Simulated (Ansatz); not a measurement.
Consider Rh in the fcc (Cu type) structure (space group Fm-3m, No. 225; a = 3.832 Å; relaxed with 0.1 eV smearing).

(Cell as relaxed with PBE.)

Levels (all Ansatz, a program for electronic structure, PAW, earlier PAW set): PBE (420 eV, no SOC); r2SCAN (500 eV, no spin-orbit coupling).

Each level relaxes its own structure.

```tsv
base	PBE	r2SCAN
volume per atom	14.07 Å³	13.74 Å³
lattice parameter a	3.832 Å	3.802 Å
band gap	zero	zero
```

Perturbation: every lattice vector is shortened by 1.04 %; the atoms relax in the strained cell.

```csv
quantity,PBE,r2SCAN
pressure,8.7 GPa,[?]
energy relative to the base (free energy F),+11 meV/atom,[?]
```

Problem. What does r2SCAN give?

Solution. 
- pressure, r2SCAN: 9.5 GPa
- energy relative to the base (free energy F), r2SCAN: +12 meV/atom

PBE's pressure lies 0.86 GPa below r2SCAN's; PBE's energy relative to the base lies 0.9 meV/atom below r2SCAN's. Neither level is exact; r2SCAN is the comparison here, not a measurement.

Stability against distortions was not tested. The final runs are not spin-polarised.
